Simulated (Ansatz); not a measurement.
**SiC: pressure series**

Start from SiC in the zinc blende structure (space group F-43m, No. 216; a = 4.380 Å).

Cell and atoms are relaxed at each pressure.

All numbers come from PBE/PAW in Ansatz (a first-principles code), no spin-orbit coupling.

Candidates:
(a) pressure 15 GPa
(b) pressure 4.5 GPa
(c) pressure −2 GPa

For the base:

The band gap is 1.37 eV.

### Question
Order them by band gap, highest first.

### Answer
(c) pressure −2 GPa (1.38 eV), (b) pressure 4.5 GPa (1.35 eV), (a) pressure 15 GPa (1.31 eV)

Load acts through the strain it causes; cell and atoms are relaxed under it. Stability against distortions was not tested. No other phases were tried under pressure.
